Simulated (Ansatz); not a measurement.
Results of LDA in Ansatz (PAW) for CdTe (model structure, within 0.1 Å of P6₂22, No. 180, 6 atoms in the cell).

Settings: plane-wave cutoff 520 eV, 12×12×4 k mesh (along the axes of the cell as run), Fermi–Dirac smearing 0.01 eV, scalar-relativistic PAW data made under PBE.

Cell (relaxed at this level):

CdTe is modelled in the hexagonal space group P6₂22 (No. 180), Pearson symbol hP6. Conventional cell: a = b = 4.4719 Å, c = 10.1306 Å, α = β = 90.00°, γ = 120.00°. Cd on 3c has 4 Te at 2.802 Å. Te on 3d is coordinated by 4 Cd at 2.802 Å. (Neighbours: up to the widest gap in distance over summed covalent radii, below 1.35, at either atom; cation-cation and far metal-metal contacts left out.)

Task: What does this level give for the band gap and bulk modulus B0?

Result: 
- band gap = 0.07 eV (on the SCF k mesh)
- bulk modulus B0 = 51.8 GPa

Note: the bulk modulus is −V dP/dV from two relaxed cells at ±2 % in volume.

Spin–orbit coupling is not included; it can close the smallest gap of 0.07 eV.

The computed numbers hold no vibrational or temperature effects.

The result took around 14 core-minutes (rough).

A model structure was made by putting elements into a prototype or built by hand; it is no filed structure, need not be a known phase, and can be a saddle point held by its symmetry.

Ansatz is an electronic-structure program.
